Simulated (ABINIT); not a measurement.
Troubleshooting ABINIT: a failed run on CrO2 (P-42_1m, 6 atoms in the cell). The aim is a self-consistent single point with DFT, PBEsol+U, plane waves, PAW (JTH v2.0 PBE PAW, files made for PBE).

Input:

```
# CrO2, JTH v2.0 PBE PAW
pp_dirpath "./"
pseudos "Cr.GGA_PBE-JTH.xml, O.GGA_PBE-JTH.xml"
acell 8.4496080101 8.4496080101 5.6600698940
rprim
         1.0000000000    0.0000000000    0.0000000000
         0.0000000000    1.0000000000    0.0000000000
         0.0000000000    0.0000000000    1.0000000000
natom 6
ntypat 2
znucl 24 8
typat 1 1 2 2 2 2
xcart
         0.0000000000    4.2248040050    1.3496436662
         4.2248040050    0.0000000000    4.3104262277
         5.9291744368    1.7043704317    1.4355069265
         1.7043704317    2.5204335733    4.2245629675
         2.5204335733    6.7452375784    1.4355069265
         6.7452375784    5.9291744368    4.2245629675
ecut 30 Ha
pawecutdg 60 Ha
pawxcdev 0
ixc -116133
usepawu 1
lpawu 2 -1
upawu 3.7 0 eV
jpawu 0 0 eV
nsppol 2
occopt 6
tsmear 0.00367493
nband 37
kptopt 1
ngkpt 3 3 5
nshiftk 1
shiftk 0 0 0
nstep 50
tolvrs 1.0e-12
prtwf 0
prtden 0
prtvol 1
enunit 2
```

Output, abridged:

```
--- !BeginCycle
solver: {iscf: 17, nstep: 50, nline: 4, wfoptalg: 10, }
tolerances: {tolvrs: 1.00E-12, }
...

     iter   Etot(hartree)     deltaE(h) residm    nres2    magn
 ETOT  1  -237.33798053586    -2.37E+02 2.11E+00 4.61E+02 0.000
 ETOT  2  -241.43720732933    -4.10E+00 3.36E-02 3.86E+03 0.000
 ETOT  3  -238.89190019129     2.55E+00 1.02E-01 9.36E+01 0.000
 ETOT  4  -238.94146178404    -4.96E-02 2.24E-02 7.20E+01 0.000
 ETOT  5  -238.84812316292     9.33E-02 9.06E-03 1.15E+01 0.000
   [... 41 lines left out ...]
 ETOT 47  -238.85531716820     3.27E-12 6.15E-11 2.91E-09 0.000
 ETOT 48  -238.85531716820    -2.10E-12 8.37E-11 3.31E-09 0.000
 ETOT 49  -238.85531716820    -7.39E-13 2.90E-11 3.47E-09 0.000
 ETOT 50  -238.85531716820     4.63E-12 3.95E-11 1.47E-09 0.000

 Cartesian components of stress tensor (hartree/bohr^3)
  sigma(1 1)=  4.57729764E-04  sigma(3 2)=  0.00000000E+00
  sigma(2 2)=  4.57729764E-04  sigma(3 1)=  0.00000000E+00
  sigma(3 3)=  1.19622603E-03  sigma(2 1)=  0.00000000E+00
 scprqt:  WARNING -
  nstep=   50 was not enough SCF cycles to converge;
  density residual=  1.469E-09 exceeds tolvrs=  1.000E-12

 Integrated electronic and magnetization densities in atomic spheres:
 Radius=ratsph(iatom), smearing ratsm=  0.0000. Diff(up-dn)=approximate z local magnetic moment.
   [... lines left out ...]
 Total magnetization (from the atomic spheres):            -0.000024
 Total magnetization (exact up - dn):                      -0.000026
 Fermi (or HOMO) energy (hartree) =   0.19870   Average Vxc (hartree)=  -0.43111
 Fermi (or HOMO) energy (eV) =   5.40682   Average Vxc (eV)= -11.73101
   [... lines left out ...]
 prteigrs : prtvol=0 or 1, do not print more k-points.

--- !EnergyTerms
kinetic             :  6.06359300864405E+01
hartree             :  5.93160471790111E+01
xc                  : -2.08557409417430E+01
Ewald energy        : -1.63445111550292E+02
psp_core            :  9.31563768077321E+00
local_psp           : -1.77124542626061E+02
internal            : -2.38855155859123E+02
'-kT*entropy'       : -1.59419810833079E-04
total_energy        : -2.38855315278934E+02
total_energy_eV     : -6.49958367105638E+03
...

-Cartesian components of stress tensor (GPa)         [Pressure= -2.0709E+01 GPa]
- sigma(1 1)=  1.34668723E+01  sigma(3 2)=  0.00000000E+00
- sigma(2 2)=  1.34668723E+01  sigma(3 1)=  0.00000000E+00
- sigma(3 3)=  3.51941788E+01  sigma(2 1)=  0.00000000E+00

 Calculation completed.
```

What caused this, and what should be changed?

The fault is a spin-polarised run without starting moments. If both spin channels start alike, symmetry can keep them alike, and the run can end in a non-magnetic state; some programs refuse such an input or seed a moment themselves. To fix it, give starting moments. The run ended unconverged after 50 iterations.

An input that runs soundly differs in these lines (not the only fix; some lines may just follow from the change or write a value another way):
```diff
+spinat
+      0 0 3
+      0 0 3
+      0 0 0
+      0 0 0
+      0 0 0
+      0 0 0
```

With that input, the run converged in 27 iterations: free energy E − TS -6503.41 eV; Fermi level (on the code's own zero) 4.94 eV; pressure -10.92 GPa; largest force (vector length) 0.408 eV/Å; size of the cell's spin moment 4.00 μB (DFT, PBEsol+U, plane waves, PAW (JTH v2.0 PBE PAW, files made for PBE)).

On the sound input: the starting cell comes from a database of computed structures (which also holds hypothetical and non-ambient phases and stackings), without a prior relaxation at this level. The magnetic order is the one reached from the typed start; others were not searched systematically. With U or open f shells several self-consistent states can exist. The potentials were made for another functional than the one used. With a pressure of about -11 GPa the cell is away from its equilibrium volume at this level. Without a gap this mesh is coarse (it stands for a supercell whose shortest vector is 13 Å).
